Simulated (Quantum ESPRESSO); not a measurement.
## Several settings converged on a (001) slab of Tc (cut from a parent of space group no. 194; 4 atoms in the cell)

```yaml
crystal:
  lattice:
    - [2.72630, 0.00000, 0.00000]
    - [-1.36315, 2.36104, 0.00000]
    - [0.00000, 0.00000, 20.55209]
  atoms:
    - { symbol: Tc, position: [0.66667, 0.33333, 0.44686] }
    - { symbol: Tc, position: [0.33333, 0.66667, 0.34060] }
    - { symbol: Tc, position: [0.66667, 0.33333, 0.65940] }
    - { symbol: Tc, position: [0.33333, 0.66667, 0.55314] }
```

Base method: PBEsol, SSSP 1.1.2 efficiency (PBE) pseudopotentials (plane waves; Quantum ESPRESSO).

Base settings: ecutwfc = 60 Ry; occupations = smearing; smearing = gauss; degauss = 0.0073499 Ry; input_dft = pbesol; potentials = {Tc: Tc_ONCV_PBE-1.0.oncvpsp.upf}; K_POINTS = automatic 6 6 1 0 0 0; conv_thr = 1e-09 Ry; mixing_beta = 0.3.

The count of work is k-points × plane waves × bands × iterations; it is no time. 

**The vacuum**

The mesh stays at the base's, so the ladder's end is converged at best in this setting alone.

Only quantities that move along the ladder and can be compared are tabulated.

```tsv
vacuum between outermost atoms (Å)	free energy less the last step's (meV/atom)	largest difference of a force vector from the last step's (eV/Å)	count of work / last
3.0	-365.39	1.706	0.23
4.0	-115.90	0.799	0.24
5.0	-27.81	0.168	0.28
6.0	-6.68	0.032	0.29
7.0	-1.77	0.007	0.31
8.0	-0.50	0.002	0.35
10.0	-0.05	0.000	0.40
12.0	0.00	0.000	0.48
14.0	0.00	0.000	0.47
17.0	0.00	0.000	0.57
20.0	0.00	0.000	0.69
30.0	0.00	0.000	1.0
```

Smallest vacuum between outermost atoms (Å) that holds the forces within 0.02 eV/Å of the last step, with all finer ones: 7.0, at 0.31 of the last step's count of work; the step before is off by 0.032 eV/Å.

Smallest vacuum between outermost atoms (Å) that holds the free energy within 2 meV/atom of the last step, with all finer ones: 7.0, at 0.31 of the last step's count of work; the step before is off by 6.7 meV/atom.

**The k-point mesh**

Only quantities that move along the ladder and can be compared are tabulated.

```tsv
K_POINTS	free energy less the last step's (meV/atom)	largest difference of a force vector from the last step's (eV/Å)	count of work / last
automatic 3 3 1 0 0 0	351.20	0.195	0.024
automatic 4 4 1 0 0 0	-23.74	0.121	0.031
automatic 5 5 1 0 0 0	-16.85	0.061	0.037
automatic 6 6 1 0 0 0	35.82	0.313	0.052
automatic 7 7 1 0 0 0	-19.47	0.052	0.059
automatic 9 9 1 0 0 0	13.00	0.072	0.10
automatic 10 10 1 0 0 0	1.43	0.053	0.11
automatic 12 12 1 0 0 0	-0.57	0.023	0.14
automatic 14 14 1 0 0 0	-0.50	0.009	0.19
automatic 16 16 1 0 0 0	0.89	0.018	0.25
automatic 22 22 1 0 0 0	0.86	0.017	0.41
automatic 36 36 1 0 0 0	0.00	0.000	1.0
```

Coarsest K_POINTS that holds the free energy within 5 meV/atom of the last step, with all finer ones: automatic 10 10 1 0 0 0, at 0.11 of the last step's count of work; the step before is off by 13 meV/atom.

Coarsest K_POINTS that holds the forces within 0.02 eV/Å: not settled: the last two steps still differ by 0.017 eV/Å, over half the tolerance, so the ladder does not show it.

**The plane-wave cutoff**

The mesh stays at the base's, so the ladder's end is converged at best in this setting alone.

Only quantities that move along the ladder and can be compared are tabulated.

```csv
ecutwfc,free energy less the last step's (meV/atom),count of work / last
30 Ry,18.61,0.13
36 Ry,7.54,0.17
42 Ry,5.92,0.24
51 Ry,4.91,0.28
60 Ry,1.39,0.35
72 Ry,0.07,0.46
90 Ry,0.02,0.73
120 Ry,0.00,1.0
```

Coarsest ecutwfc that holds the free energy within 0.5 meV/atom of the last step, with all finer ones: 72 Ry; the step before is off by 1.4 meV/atom.

On the base run: the starting cell has typed, rounded lattice constants, without a prior relaxation at this level. The slab is cut from that crystal, and its faces are unrelaxed. Its lattice was rescaled by up to half a per cent. Spin polarisation is off. In the base run, forces exceed 1 eV/Å. Without a gap this mesh is coarse (it stands for a supercell whose shortest in-plane vector is 16 Å).

Left out of this page: 1 run of the series outside the window shown, repeating another row's setting, or not comparable.
